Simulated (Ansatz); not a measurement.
AlB2-type HfB₂ was calculated with LDA in Ansatz (plane waves, PAW).

Numerical settings: plane-wave cutoff 520 eV, 24×24×16 k mesh (along the axes of the cell as run), Fermi–Dirac smearing 0.05 eV, scalar-relativistic PAW data made under PBE.

Response to compression and expansion:

Shape and atoms are relaxed at each volume.

```json
[
 {"V (Å³/atom)": "9.132", "P (GPa)": "12.09", "c (Å)": "3.368", "a (Å)": "3.065"},
 {"V (Å³/atom)": "9.322", "P (GPa)": "5.75", "c (Å)": "3.395", "a (Å)": "3.084"},
 {"V (Å³/atom)": "9.512", "P (GPa)": "0.00", "c (Å)": "3.421", "a (Å)": "3.103"},
 {"V (Å³/atom)": "9.702", "P (GPa)": "-5.21", "c (Å)": "3.448", "a (Å)": "3.122"},
 {"V (Å³/atom)": "9.893", "P (GPa)": "-9.94", "c (Å)": "3.474", "a (Å)": "3.141"}
]
```

Note: the bulk modulus comes from volumes at which shape and atoms were relaxed.

Ansatz is a program for electronic structure.
